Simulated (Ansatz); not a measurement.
Data:

```yaml
crystal:
  lattice:
    - [0.00000, 2.83732, 2.83732]
    - [2.83732, 0.00000, 2.83732]
    - [2.83732, 2.83732, 0.00000]
  atoms:
    - { symbol: As, position: [0.75000, 0.75000, 0.75000] }
    - { symbol: Al, position: [0.00000, 0.00000, 0.00000] }
```

A single point on InAs with a change (In → Al), its geometry relaxed with PBEsol.

Calculations: plane-wave PAW DFT at the PBEsol level (Ansatz, an electronic-structure program, 420 eV), noncollinear with spin-orbit coupling. Settings: 10×10×10 k-points, 0.05 eV Fermi–Dirac smearing.

Task: What is the computed valence-band top at Γ (three highest Kramers pairs, from the VBM)?

Result: 0.00, 0.00, -0.30 eV.

Task: Predict the band gap.

Result: 1.25 eV.

Single points use the geometry relaxed with PBEsol. Whether these cells are dynamically stable was not tested. The cell was made from InAs by this change: In → Al.
